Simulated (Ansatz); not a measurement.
A working Ansatz (a quantum-chemistry and plane-wave program) input for Mn₃C (Pnma, 16 atoms in the cell) (DFT, PBEsol, plane waves, default PAW files made with PBE):

Ansatz 0.2 input:
```yaml
crystal:
  lattice:
    - [4.939460, 0.000000, 0.000000]
    - [0.000000, 6.704200, 0.000000]
    - [0.000000, 0.000000, 4.436680]
  atoms:
    - { symbol: Mn, position: [0.685430, 0.065840, 0.342110] }
    - { symbol: Mn, position: [0.314570, 0.934160, 0.657890] }
    - { symbol: Mn, position: [0.814570, 0.934160, 0.842110] }
    - { symbol: Mn, position: [0.185430, 0.065840, 0.157890] }
    - { symbol: Mn, position: [0.185430, 0.434160, 0.157890] }
    - { symbol: Mn, position: [0.814570, 0.565840, 0.842110] }
    - { symbol: Mn, position: [0.314570, 0.565840, 0.657890] }
    - { symbol: Mn, position: [0.685430, 0.434160, 0.342110] }
    - { symbol: Mn, position: [0.531400, 0.250000, 0.839560], spin: 4.0 }
    - { symbol: Mn, position: [0.468600, 0.750000, 0.160440], spin: 4.0 }
    - { symbol: Mn, position: [0.968600, 0.750000, 0.339560], spin: 4.0 }
    - { symbol: Mn, position: [0.031400, 0.250000, 0.660440], spin: 4.0 }
    - { symbol: C, position: [0.878410, 0.250000, 0.065610] }
    - { symbol: C, position: [0.121590, 0.750000, 0.934390] }
    - { symbol: C, position: [0.621590, 0.750000, 0.565610] }
    - { symbol: C, position: [0.378410, 0.250000, 0.434390] }
kpoints:
  mp_grid: { grid: [3, 3, 4], shift: [0.5, 0.5, 0.5] }
hamiltonian:
  xc: pbesol
  pseudopotentials: { kind: paw }
magnetization:
  spin_polarized: true
scf:
  occupations: { method: methfessel_paxton, width: 0.136 }
output:
  forces: true
  eigenvalues: true
  stress: true
```

The run converged in 24 iterations: free energy E − TS (on the zero of these files) -47414.6456 eV; Fermi level (on the code's own zero) 20.14 eV; pressure -11.30 GPa; largest force (vector length) 0.114 eV/Å; size of the cell's spin moment 3.29 μB. Each of these slips is then made, one at a time:

(1)
fractional positions typed under position_ang

(2)
```diff
-    - [4.939460, 0.000000, 0.000000]
-    - [0.000000, 6.704200, 0.000000]
-    - [0.000000, 0.000000, 4.436680]
+    - [9.334227, 0.000000, 0.000000]
+    - [0.000000, 12.669102, 0.000000]
+    - [0.000000, 0.000000, 8.384110]
```

(3)
```diff
+    - { symbol: Mn, position: [0.968600, 0.750000, 0.339560], spin: 4.0 }
```

Predict the outcome of each change.


(1) Fractional and Cartesian coordinates mixed up. The program stopped before any SCF iteration.
```
SCF: the overlap matrix is not positive definite, so this SCF or pass stopped before solving anything: energies and bands computed with it would not be physical. With PAW pseudopotential files every eigenvalue of that matrix must be above 0; at 18 of 18 k-points the lowest is not, and the worst, at k-point 7 (counted from zero), is -2.4e0 (as compu [...]
```

(2) Cell lengths in the wrong unit (bohr against Å). The run converged in 22 iterations without an error; against the sound input the free energy goes up by 4.88 eV/atom, the pressure goes from -11.30 to -3.62 GPa, the largest force goes from 0.114 to 0.219 eV/Å and the size of the net moment goes from 0.21 to 3.25 μB/atom.

(3) One atom entered twice. The program stopped before any SCF iteration.
```
Error: atoms 10 (Mn) and 16 (Mn) coincide: fractional positions [0.9686, 0.75, 0.33956] and [0.9686, 0.75, 0.33956] are 0.00e0 Å apart, within the symmetry tolerance 1e-5 (fractional) on every axis — remove the duplicate or separate the sites (indices count the expanded atom list at the failing check: the typed cell's during the `space_group:` roun [...]
```

The starting cell comes from a database of computed structures (which also holds hypothetical and non-ambient phases and stackings), without a prior relaxation at this level. The moments shrank to a small part of their start, a low-spin state that need not be the lowest. In the base run, with a pressure of about -11 GPa the cell is away from its equilibrium volume at this level. Ansatz's pressure includes its estimate of the finite-basis (Pulay) stress. Without a gap this mesh is coarse (it stands for a supercell whose shortest vector is 15 Å).

Left out of this page: 4 runs of the series outside the window shown, repeating another row's setting, or not comparable.
